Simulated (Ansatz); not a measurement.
Start from CdS in the wurtzite structure (space group P6_3mc, No. 186).

```xyz
4
Lattice="4.1244 0.0000 0.0000 -2.0622 3.5718 0.0000 0.0000 0.0000 6.7082" Properties=species:S:1:pos:R:3 pbc="T T T"
Cd     0.0000     2.3812     0.0011
Cd     2.0622     1.1906     3.3552
S      0.0000     2.3812     2.5278
S      2.0622     1.1906     5.8819
```

The values are results of PBEsol/PAW in Ansatz (an electronic-structure program), scalar-relativistic without spin-orbit coupling, not measurements.

For the base:

```
Quantity             Value
-------------  -----------
Gap character  direct at Γ
```

Modification: every lattice vector is shortened by 2.40 %, atoms relaxed at fixed cell.

Task: What happens to the mean gap deformation potential ΔEg/Δln V and gap character?

Result: The mean gap deformation potential ΔEg/Δln V comes out as -2.1 eV; the gap character stays direct at Γ.

The cells carry an imposed strain or load. Semilocal Kohn–Sham gaps tend to fall short of experiment. Whether these cells are dynamically stable was not tested.
